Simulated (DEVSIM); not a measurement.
Structure: illuminated Si n-on-p cell, one wavelength, with a back-surface field, at 400 K.

Layer 1 from the left is Si, thickness (μm) 0.0880, Nd (cm⁻³) 4.6e18, τn (s) 1.9e-7, τp (s) 6.9e-7, absorption coefficient (cm⁻¹) 11000. Layer 2 from the left is Si, thickness (μm) 200, Na (cm⁻³) 2e16, τn (s) 3.3e-6, τp (s) 3.3e-6, absorption coefficient (cm⁻¹) 11000. Layer 3 from the left is Si, thickness (μm) 0.450, Na (cm⁻³) 3.2e18, τn (s) 3.3e-6, τp (s) 3.3e-6, absorption coefficient (cm⁻¹) 11000.

Left contact: ohmic, minority hole recombination velocity 300 cm/s. Right contact: ohmic, minority electron recombination velocity 30000 cm/s. Voltage is applied to the left contact. Recombination: SRH at mid-gap, radiative, Auger. Light enters at the left, 2.9e18 photons cm⁻² s⁻¹, one pass, no reflection. Mobility is constant in doping.

This is a model device: material constants are rounded textbook-type values typed into the input, and sizes, dopings and lifetimes were drawn at random. Values at 300 K; Nc and Nv go as T^1.5, mobilities as T to minus their exponent, the gap by Varshni's rule with the affinity fixed.

Si: gap (eV) 1.124, affinity (eV) 4.05, permittivity 11.7, Nc (cm⁻³) 2.86e19, Nv (cm⁻³) 3.1e19, μn (cm²/Vs) 1417, μp (cm²/Vs) 470, T exponent of μn 2.3, T exponent of μp 2.2, B (cm³/s) 4.7e-15, Cn (cm⁶/s) 2.8e-31, Cp (cm⁶/s) 9.9e-32, Varshni α (eV/K) 0.000473, Varshni β (K) 636.

Simulated with DEVSIM: 1D drift-diffusion, Boltzmann statistics, complete ionisation; no tunnelling, impact ionisation, image-force lowering or self-heating.

Dark forward current:

```tsv
|V| (V)	|J| (A/cm²)
0.05	2.790e-6
0.10	1.357e-5
0.15	5.738e-5
0.20	0.0002396
0.25	0.001006
0.30	0.004246
0.35	0.01789
0.40	0.07391
0.45	0.2832
0.50	0.9039
0.55	2.271
0.60	4.802
0.65	9.484
0.70	18.78
0.75	37.68
0.80	74.64
0.85	141.3
0.90	248.3
0.95	399.6
1.00	591.8
1.05	819.0
1.10	1076
1.15	1358
1.20	1662
1.25	1984
1.30	2323
```

Work out the local ideality factor n = ΔV / (kT/q · ln(J2/J1)) between the rows 0.15 and 0.20 V, 0.25 and 0.30 V, 1.25 and 1.30 V.

kT/q = 34.47 mV. From 0.15 to 0.20 V: ln(0.0002396/5.738e-5) = 1.429, n = 1.01, near the 1 of diffusion or emission over a barrier. From 0.25 to 0.30 V: ln(0.004246/0.001006) = 1.440, n = 1.01, near the 1 of diffusion or emission over a barrier. From 1.25 to 1.30 V: ln(2323/1984) = 0.158, n = 9.20.

What current could the absorbed light give at most, and what share is collected?

Σ αd = 221, so qΦ(1 − exp(−Σ αd)) = 465 mA/cm². The simulated short-circuit current is 461.5 mA/cm², a share of 0.99.

Estimate the open-circuit voltage by superposition: the voltage at which the dark current equals that short-circuit current.

Interpolating ln J in the table gives 0.471 V. The simulation gives 0.461 V; the estimate lies 10 mV above. Superposition holds where collection doesn't change with voltage.

Estimate the fill factor from FF0 = (v − ln(v + 0.72))/(v + 1), v = qVoc/(nkT), with n from the dark curve.

The rows about Voc, 0.45 and 0.50 V, give n = 1.25, so v = 10.7 and FF0 = 0.706. The simulation gives 0.730; the estimate lies 3.2 % below.
